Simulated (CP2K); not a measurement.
Input and output of a self-consistent single point for Ca2GaCu2 (Immm, 5 atoms in the cell) (CP2K).

Level of theory: CP2K 2026.2 with PBEsol, GPW, DZVP-MOLOPT-SR-GTH basis, GTH-PBE potentials (GTH_POTENTIALS).

The change in words: lattice scaled by 0.98. Reference geometry:
```xyz
5
Lattice="5.7625 0.0000 0.0000 1.5186 5.5588 0.0000 -3.1784 -3.3847 3.4129" Properties=species:S:1:pos:R:3 pbc="T T T"
Ca     1.3944     2.7852     1.7064
Ca     2.7083    -0.6111     1.7064
Ga     0.0000     0.0000     0.0000
Cu     4.2774     1.9452     0.8412
Cu    -0.1748     0.2289     2.5717
```

Reference input (self-consistent single point, DFT PBEsol, GPW, DZVP-MOLOPT-SR-GTH basis, GTH-PBE potentials (GTH_POTENTIALS)): CUTOFF = 600 Ry; REL_CUTOFF = 50 Ry; SMEAR/METHOD = FERMI_DIRAC; ELECTRONIC_TEMPERATURE = 1160.45 K; KPOINTS/SCHEME = MONKHORST-PACK 5 5 5; XC_FUNCTIONAL = PBE:PBESOL; Ca/BASIS_SET = DZVP-MOLOPT-SR-GTH-q10; Ca/POTENTIAL = GTH-PBE-q10; Ga/BASIS_SET = DZVP-MOLOPT-SR-GTH-q13; Ga/POTENTIAL = GTH-PBE-q13; Cu/BASIS_SET = DZVP-MOLOPT-SR-GTH-q11; Cu/POTENTIAL = GTH-PBE-q11. This run's input differs from it in these lines:

```diff
@@ -65,4 +65,4 @@
     &CELL
-      ABC 5.76250800 5.76250807 5.76250785
-      ALPHA_BETA_GAMMA 135.39478117 123.47427038 74.72070382
+      ABC 5.64725700 5.64725711 5.64725684
+      ALPHA_BETA_GAMMA 135.39477069 123.47427192 74.72070960
       PERIODIC XYZ
```

Output (repeated stretches shortened):

```
 SCF WAVEFUNCTION OPTIMIZATION

  Step     Update method      Time    Convergence         Total energy    Change
     1 NoMix/Diag. 0.30E+00      -     1.24693993      -244.2990804479 -2.44E+02
     2 Broy./Diag. 0.30E+00      -     0.39796518      -248.3366157218 -4.04E+00
     3 Broy./Diag. 0.30E+00      -     0.12855365      -240.9736899347  7.36E+00
     4 Broy./Diag. 0.30E+00      -     0.09485031      -242.7719865055 -1.80E+00
     5 Broy./Diag. 0.30E+00      -     0.02927179      -244.0826446210 -1.31E+00
     6 Broy./Diag. 0.30E+00      -     0.00788817      -243.6226515949  4.60E-01
   [... 4 lines left out ...]
    11 Broy./Diag. 0.30E+00      -     0.00002010      -243.7786381615 -9.69E-04
    12 Broy./Diag. 0.30E+00      -     0.00001265      -243.7788072580 -1.69E-04
    13 Broy./Diag. 0.30E+00      -     0.00000324      -243.7787135883  9.37E-05
    14 Broy./Diag. 0.30E+00      -     0.00000073      -243.7787128250  7.63E-07
  *** SCF run converged in    14 steps ***

  Overlap energy of the core charge distribution:               0.00000000467535
  Self energy of the core charge distribution:               -370.76346019323086
  Core Hamiltonian energy:                                    106.40926752687923
  Hartree energy:                                              55.95876489633286
  Exchange-correlation energy:                                -35.38058614964842
  Electronic entropic energy:                                  -0.00269890917328
  Fermi energy:                                                 0.22416213110763

  Total energy:                                              -243.77871282504466
  Total energy (extrapolated to T->0):                       -243.77736337045803

   [... lines left out ...]

 STRESS| Analytical stress tensor [bar]
 STRESS|                        x                   y                   z
 STRESS|      x       -5.28102324417E+03   4.77085310573E+03   4.50964287999E+03
 STRESS|      y        4.77085310573E+03  -7.88832668035E+03  -5.90109078953E+03
 STRESS|      z        4.50964287999E+03  -5.90109078953E+03  -1.48432358084E+04
 STRESS| 1/3 Trace                                            -9.33752857762E+03
```

The run converged in 14 iterations. Against the reference run the free energy goes down by 19.5 meV/atom, the pressure goes from -3.75 to -0.93 GPa and the largest force goes from 0.039 to 0.017 eV/Å.

The starting cell comes from a database of computed structures (which also holds hypothetical and non-ambient phases and stackings), without a prior relaxation at this level. Its lattice was rescaled by a random factor within 2.5 % of one. For this run, on top of that: lattice scaled by 0.98. Spin polarisation is off. Values carry the incompleteness of an atom-centred basis. The potentials were made for another functional than the one used.

Cost on one core of a shared machine: roughly 2 min.
